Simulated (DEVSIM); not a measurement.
System: Mo/HfO2/p-Si capacitor, at 250 K.

Layer 1 from the left is HfO2, thickness (nm) 4.90. Layer 2 from the left is Si, thickness (nm) 700, Na (cm⁻³) 6.7e17.

Metal gate on the left, work function 4.6 eV. Fixed charge at the semiconductor interface 2.2e10 cm⁻² (in units of +e); no interface traps.

The device is made up for the run: typed textbook-type constants, with dimensions and the other settings drawn at random. Values at 300 K; Nc and Nv go as T^1.5, mobilities as T to minus their exponent, the gap by Varshni's rule with the affinity fixed.

HfO2: gap (eV) 5.7, affinity (eV) 2.5, permittivity 22. Si: gap (eV) 1.124, affinity (eV) 4.05, permittivity 11.7, Nc (cm⁻³) 2.86e19, Nv (cm⁻³) 3.1e19, Varshni α (eV/K) 0.000473, Varshni β (K) 636.

Simulated with DEVSIM: 1D Poisson equation in equilibrium, Boltzmann statistics, complete ionisation; no quantum confinement or tunnelling. Metal contacts follow the ideal Schottky-Mott rule: no Fermi-level pinning, no interface dipoles.

Task: What does the simulation give for the threshold voltage (band bending 2φF), the flat-band voltage, the minimum of the low-frequency capacitance?

Result: threshold voltage (band bending 2φF) 0.59 V; flat-band voltage -0.51 V; minimum of the low-frequency capacitance 0.241 μF/cm².
